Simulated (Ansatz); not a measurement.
# Na3OBr (Pm-3m, No. 221, 5 atoms in the cell; start mp-985586)

Calculation: r²SCAN (PAW; Ansatz, an electronic-structure program).

Numerical settings: plane-wave cutoff 560 eV, 8×8×8 k mesh, Fermi–Dirac smearing 0.01 eV, scalar-relativistic PAW data made under PBE.

Cell (relaxed with PBEsol):

```
CELL_PARAMETERS angstrom
      4.54255     0.00000     0.00000
      0.00000     4.54255     0.00000
      0.00000     0.00000     4.54255
ATOMIC_POSITIONS crystal
  Na 0.00000 0.50000 0.50000
  Na 0.50000 0.00000 0.50000
  Na 0.50000 0.50000 0.00000
  Br 0.00000 0.00000 0.00000
  O  0.50000 0.50000 0.50000
```

For Na3OBr (Pm-3m, No. 221, 5 atoms in the cell; start mp-985586), the band gap is 2.60 eV (direct).

Spin–orbit coupling is not included.

A start named mp-… is a Materials Project structure, which need not be a measured phase.
